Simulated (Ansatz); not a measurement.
System: CsCl-type AuZn (cubic form, which distorts at low temperature). Method: rVV10 in Ansatz (PAW).

Settings: plane-wave cutoff 520 eV, 18×18×18 k mesh, Fermi–Dirac smearing 0.05 eV, scalar-relativistic PAW data made under PBE.

Pressure at four volumes; x = ln(V/16.562 Å³). One pressure is withheld.

| V (Å³/atom) | x | P (GPa) |
|---|---|---|
| 15.569 | -0.0618 | ? |
| 15.900 | -0.0408 | 5.14 |
| 16.562 | 0.0000 | 0.05 |
| 17.556 | 0.0583 | -5.45 |

Problem. Pass a parabola P(x) through the three rows shown, estimate the bulk modulus and its pressure derivative near zero pressure, and predict the withheld pressure.

Solution. Slopes between the rows: (0.05 − (5.14))/(0.0000 − (-0.0408)) = -124.75 and (-5.45 − (0.05))/(0.0583 − (0.0000)) = -94.34 GPa. Their difference over the span 0.0991 is c = 30.41/0.0991 = 306.9 GPa, so P(x) = 5.14 + (-124.75)(x − (-0.0408)) + 306.9 (x − (-0.0408))(x − (0.0000)). At the middle row B = −dP/dx = −[-124.75 + 306.9 × 0.0408] = 112.2 GPa, and B′ = dB/dP = 2c/B = 5.5. At x = -0.0618 the parabola gives 8.16 GPa; the run gives 8.23 GPa. The Birch–Murnaghan fit to the energies at all volumes has B0 = 111 GPa and B′ = 5.6.

Measured, for comparison: bulk modulus 131 GPa (temperature not stated, no zero-point or thermal correction; as tabulated in Nepal et al. (2020), arXiv:2007.11150). Computed (rounded) less measured: bulk modulus -15 %.

Note: symmetry holds this phase in the static calculation, where it need not be a minimum.

Spin–orbit coupling is not included; it can shift volumes and moduli of such heavy elements.

Ansatz is an electronic-structure program.
